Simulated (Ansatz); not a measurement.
Consider Cu in the fcc (Cu type) structure (space group Fm-3m, No. 225; a = 3.564 Å).

The other end (x = 1) is Au in the fcc (Cu type) structure (space group Fm-3m, No. 225): 17.02 Å³/atom, gap zero.

Computed with Ansatz (a program for electronic structure) PBEsol, no spin-orbit coupling.

Au replaces a fraction x of Cu; each row is one arrangement (x, atoms in the cell, starting space group or random), fully relaxed.

One change was made to it. Results:

```json
[
 {"quantity": "mixing energy (to 0.01 eV only: unlike meshes or grids)", "base": "–", "after": "+0.06 eV/atom"},
 {"quantity": "shortest interatomic distance", "base": "2.520 Å", "after": "2.473 Å"},
 {"quantity": "deviation of the volume from the linear (Vegard-type) interpolation", "base": "–", "after": "+2.9 %"}
]
```

Task: Which change produced these results?
(A) x(Au) = 0.333, 3 atoms, P-3m1
(B) x(Au) = 0.5, 4 atoms, P4/nmm
(C) x(Au) = 0.5, 2 atoms, R-3m
(D) x(Au) = 0.5, 2 atoms, P4/mmm

Result: A, x(Au) = 0.333, 3 atoms, P-3m1. For comparison, the deviation of the volume from the linear in the other runs: x(Au) = 0.5, 2 atoms, R-3m gives +2.4 %; x(Au) = 0.5, 2 atoms, P4/mmm gives +0.3 %; x(Au) = 0.5, 4 atoms, P4/nmm gives +0.2 %.

These are small ordered cells, not random alloys; other orderings at the same x differ. Stability against distortions was not tested. All final runs are without spin polarisation. Under x(Au) = 0.5, 4 atoms, P4/nmm the cell changed shape so far that it is another structure.
